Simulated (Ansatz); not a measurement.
Worked example: zone-centre phonon calculation of NiSb (P6_3/mmc, 4 atoms in the cell) in Ansatz (an electronic-structure program).

Method: PBE (plane waves, PAW; Ansatz).

```
CELL_PARAMETERS angstrom
      1.97836    -3.42662     0.00000
      1.97836     3.42662     0.00000
      0.00000     0.00000     5.16488
ATOMIC_POSITIONS crystal
  Ni 0.00000 0.00000 0.50000
  Ni 0.00000 0.00000 0.00000
  Sb 0.33333 0.66667 0.25000
  Sb 0.66667 0.33333 0.75000
```

Reference input (self-consistent single point, DFT, PBE, plane waves, default PAW files): kpoints.mp_grid.grid = 8 8 5; hamiltonian.xc = pbe; hamiltonian.pseudopotentials = {kind: paw} (the program's default PAW files); scf.occupations.method = gaussian; scf.occupations.width = 0.2 eV. This run's input differs from it in these lines:

```diff
@@ -18,6 +18,4 @@
   occupations: { method: gaussian, width: 0.2 }
-output:
-  forces: true
-  eigenvalues: true
-  stress: true
+phonons:
+  method: dfpt
```

Output, abridged:

```
SCF iter   1: F=—  HF=-24649.474298 eV  |F-HF|=—  |Δ(HF+E_count)|=         —  Δρ=3.97e-3  dr2=6.05e-3  ethr=1.77e-3  ⟨swp⟩=6.2  Hψ=14398  notcnv=0
all-band conjugate gradients solve this SCF's bands
preconditioner: auto → Kerker (q_TF=auto, 2.701 Å⁻¹)
SCF iter   2: F=—  HF=-24649.473946 eV  |F-HF|=—  |Δ(HF+E_count)|=   3.52e-4  Δρ=1.30e-3  dr2=6.51e-4  ethr=9.17e-6  ⟨swp⟩=2.0  Hψ=7102  notcnv=0
   [... lines left out ...]
SCF iter   7: F=—  HF=-24649.474051 eV  |F-HF|=—  |Δ(HF+E_count)|=  7.24e-10  Δρ=3.16e-6  dr2=3.43e-9  ethr=1.15e-10  ⟨swp⟩=2.1  Hψ=5262  notcnv=0
SCF iter   8: F=—  HF=-24649.474051 eV  |F-HF|=—  |Δ(HF+E_count)|=  9.75e-10  Δρ=1.05e-6  dr2=1.12e-9  ethr=5.20e-12  ⟨swp⟩=2.0  Hψ=6639  notcnv=0
SCF iter   9: F=—  HF=-24649.474051 eV  |F-HF|=—  |Δ(HF+E_count)|=  4.37e-11  Δρ=2.69e-7  dr2=8.56e-11  ethr=1.70e-12  ⟨swp⟩=1.1  Hψ=3562  notcnv=0
SCF iter  10: F=-24649.474051 eV  HF=-24649.474051 eV  |F-HF|=7.28e-12  |Δ(HF+E_count)|=  2.18e-11  Δρ=6.68e-8  dr2=4.07e-12  ethr=1.00e-12  ⟨swp⟩=9.8  Hψ=20652  notcnv=0
SCF 1 converged in 10 iterations: F = -24649.474051 eV  dr2 = 4.07e-12
DFPT response loops at Γ: preconditioner auto → Kerker (q_TF=auto, 2.701 Å⁻¹) (partly filled bands, converged f_vac=0.006) …
Free energy (F): -24649.474051 eV
Internal energy: -24649.425339 eV  (E = F + TS)
E sigma→0 (E₀):  -24649.449695 eV
Entropy (-TS):   -0.048712 eV (-12.178 meV/atom)
Fermi energy:    14.829871 eV
--- Phonons (Γ-DFPT): 4 representative perturbations + reference, on 93 of 320 k-points (Σ response iterations 12) ---
  k mesh reduced under 2 symmetry operations, with k and −k counted as one. Each operation leaves every solved perturbation unchanged …
  ASR residual: 5.068e-5 → 0.000e0 eV/Å²; symmetrization residual: 3.971e-5 eV/Å²
  ASR residual per site (eV/Å²): 5.07e-5 5.07e-5 2.66e-5 2.66e-5
  Γ frequencies (cm⁻¹): 0.00 0.00 0.00 128.99 128.99 129.08 129.08 142.53 156.32 205.63 205.63 248.41
  non-analytic LO–TO correction: not included (Born effective charges unavailable; polar crystals: no LO–TO splitting at Γ)
```

The run converged in 10 iterations. 

Summary of the result:
| Property | Value |
|---|---|
| Free energy E − TS (on the zero of these files) | -24649.4741 eV |
| Fermi level (on the code's own zero) | 14.83 eV |
| Zone-centre frequencies (cm⁻¹; negative means imaginary) | 0, 0, 0, 129, 129, 129, 129, 143, 156, 206, 206, 248 |

The starting cell has typed, rounded lattice constants, without a prior relaxation at this level. Its lattice was rescaled by a random factor within 2.5 % of one. Spin polarisation is off.

Cost on one core of a shared machine: roughly 2 min.

Keys are those of Ansatz 0.2.
